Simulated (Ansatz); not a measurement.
**Short convergence ladders for V3Ir (Pmm2, 8 atoms in the cell)**

```yaml
crystal:
  lattice:
    - [4.73891, 0.00000, 0.00000]
    - [0.00000, 4.73891, 0.00000]
    - [0.00000, 0.00000, 4.73891]
  atoms:
    - { symbol: V, position: [0.50000, 0.25000, 0.00000] }
    - { symbol: V, position: [0.50000, 0.75000, 0.00000] }
    - { symbol: V, position: [0.26055, 0.00000, 0.50000] }
    - { symbol: V, position: [0.75000, 0.00000, 0.50000] }
    - { symbol: V, position: [0.00000, 0.50000, 0.25000] }
    - { symbol: V, position: [0.00000, 0.50000, 0.75000] }
    - { symbol: Ir, position: [0.50000, 0.50000, 0.50000] }
    - { symbol: Ir, position: [0.00000, 0.00000, 0.00000] }
```

Base method: PBEsol, default PAW files made with PBE (plane waves; Ansatz, a program for electronic structure).

Base settings: basis.ecutwfc = 30.9 Ry; kpoints.mp_grid.grid = 3 3 3; hamiltonian.xc = pbesol; hamiltonian.pseudopotentials = {kind: paw} (the program's default PAW files); scf.occupations.method = gaussian; scf.occupations.width = 0.0073 Ry.

The count of work is k-points × plane waves × bands × iterations; it is no time. 

**The cutoff for other potential files**

Level: DFT, PBEsol, plane waves, harder PAW files (source: ansatz) made with PBE.

In this ladder: hamiltonian.pseudopotentials = {kind: paw, source: ansatz}.

The second cell is the first with its lattice scaled by 0.98.

The mesh stays at the base's, so the ladder's end is converged at best in this setting alone.

The first pressure column holds Ansatz's estimate of the finite-basis (Pulay) stress, which hides part of the cutoff error; the other is without it.

Only quantities that move along the ladder and can be compared are tabulated.

| basis.ecutwfc | free energy less the last step's (meV/atom) | energy of the compressed cell less the first (meV/atom) | pressure (GPa) | pressure without the Pulay estimate (GPa) | largest difference of a force vector from the last step's (eV/Å) | count of work / last |
|---|---|---|---|---|---|---|
| 27.9 Ry | 4752.90 | 121.38 | -8.91 | -274.15 | 0.334 | 0.11 |
| 33.8 Ry | 1133.88 | 25.29 | 0.03 | -78.86 | 0.163 | 0.14 |
| 43.4 Ry | 86.50 | 30.64 | -1.54 | -9.80 | 0.023 | 0.21 |
| 52.6 Ry | 5.24 | 34.57 | -1.20 | -1.97 | 0.002 | 0.31 |
| 61.7 Ry | 0.34 | 34.71 | -1.21 | -1.24 | 0.000 | 0.35 |
| 74.2 Ry | 0.17 | 34.71 | -1.21 | -1.22 | 0.000 | 0.47 |
| 92.6 Ry | 0.10 | 34.70 | -1.21 | -1.22 | 0.000 | 0.65 |
| 123.5 Ry | 0.00 | 34.70 | -1.21 | -1.22 | 0.000 | 1.0 |

Coarsest basis.ecutwfc that holds the pressure without the Pulay estimate within 0.2 GPa of the last step, with all finer ones: 61.7 Ry, at 0.35 of the last step's count of work; the step before is off by 0.75 GPa.

Coarsest basis.ecutwfc that holds the energy of the compressed cell less the first within 0.2 meV/atom of the last step, with all finer ones: 52.6 Ry, at 0.31 of the last step's count of work; the step before is off by 4.1 meV/atom.

Coarsest basis.ecutwfc that holds the forces within 0.02 eV/Å of the last step, with all finer ones: 52.6 Ry, at 0.31 of the last step's count of work; the step before is off by 0.023 eV/Å.

The energy difference between the two cells stays within 1 meV/atom of the last step's from 52.6 Ry on, the total only from 61.7 Ry on: much of the error is common to both cells and cancels.

At the lowest cutoff the pressure without the Pulay estimate lies 273 GPa under the last step's, the usual sign of Pulay stress in an incomplete plane-wave basis.

**The relaxed cell against the cutoff**

On V₃Ir (Pm-3n, 8 atoms in the cell): atoms on their sites.

In this ladder: relax = cell and atoms.

The mesh stays at the base's, so the ladder's end is converged at best in this setting alone.

Only quantities that move along the ladder and can be compared are tabulated.

| basis.ecutwfc | relaxed volume (Å³/atom) | relaxation steps |
|---|---|---|
| 15.4 Ry | 13.537 | 15 |
| 18.4 Ry | 13.449 | 17 |
| 21.7 Ry | 13.238 | 9 |
| 26.1 Ry | 13.240 | 6 |
| 30.9 Ry | 13.236 | 4 |
| 37.1 Ry | 13.235 | 4 |
| 46.3 Ry | 13.235 | 4 |
| 61.7 Ry | 13.235 | 4 |

Coarsest basis.ecutwfc that holds the relaxed volume within 0.013 Å³/atom of the last step, with all finer ones: 21.7 Ry; the step before is off by 0.21 Å³/atom.

At the lowest cutoff the cell relaxes to a volume 2.3 % larger than at the highest. Ansatz relaxes on a stress corrected for the finite basis.

On the base run: the starting cell comes from a database of computed structures (which also holds hypothetical and non-ambient phases and stackings), without a prior relaxation at this level. Its lattice was rescaled by up to half a per cent. One atom was moved a little off its site on purpose. Spin polarisation is off. Without a gap this mesh is coarse (it stands for a supercell whose shortest vector is 14 Å).

Keys are those of Ansatz 0.2.
